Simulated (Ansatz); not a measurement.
## BaHfO3, pressure series

The reference is BaHfO3 in the cubic perovskite structure (space group Pm-3m, No. 221; a = 4.158 Å).

Cell and atoms are relaxed at each pressure.

Computed with plane-wave PAW DFT at the PBEsol level (Ansatz, a program for electronic structure, 420 eV), without spin-orbit coupling.

Notes on the quantities. electron mass: degenerate bands, along [100].

```json
[
 {"variant": "base", "width of the top valence band": "0.81 eV", "electron mass": "0.33, 0.33, 2.2 mₑ (at Γ)", "density": "8.41 g/cm³"},
 {"variant": "pressure −2 GPa", "width of the top valence band": "0.81 eV", "electron mass": "0.33, 0.33, 2.3 mₑ (at Γ)", "density": "8.31 g/cm³"},
 {"variant": "pressure −1 GPa", "width of the top valence band": "0.81 eV", "electron mass": "0.33, 0.33, 2.3 mₑ (at Γ)", "density": "8.36 g/cm³"},
 {"variant": "pressure 0.3 GPa", "width of the top valence band": "0.81 eV", "electron mass": "0.33, 0.33, 2.2 mₑ (at Γ)", "density": "8.42 g/cm³"},
 {"variant": "pressure 0.7 GPa", "width of the top valence band": "0.81 eV", "electron mass": "0.33, 0.33, 2.2 mₑ (at Γ)", "density": "8.44 g/cm³"},
 {"variant": "pressure 1.5 GPa", "width of the top valence band": "0.81 eV", "electron mass": "0.33, 0.33, 2.2 mₑ (at Γ)", "density": "8.48 g/cm³"},
 {"variant": "pressure 3 GPa", "width of the top valence band": "0.81 eV", "electron mass": "0.32, 0.32, 2.2 mₑ (at Γ)", "density": "8.55 g/cm³"},
 {"variant": "pressure 5 GPa", "width of the top valence band": "0.80 eV", "electron mass": "0.32, 0.32, 2.2 mₑ (at Γ)", "density": "8.64 g/cm³"},
 {"variant": "pressure 7.5 GPa", "width of the top valence band": "0.80 eV", "electron mass": "0.32, 0.32, 2.2 mₑ (at Γ)", "density": "8.75 g/cm³"},
 {"variant": "pressure 10 GPa", "width of the top valence band": "0.81 eV", "electron mass": "0.31, 0.31, 2.2 mₑ (at Γ)", "density": "8.86 g/cm³"}
]
```

With Hf present, leaving out spin-orbit coupling can change the band edges. The levels and masses belong to the bands next to the band gap. Load acts through the strain it causes; cell and atoms are relaxed under it. Effective masses come from finite differences of ±0.01 Å⁻¹. Stability against distortions was not tested. Competing high-pressure phases were not computed.
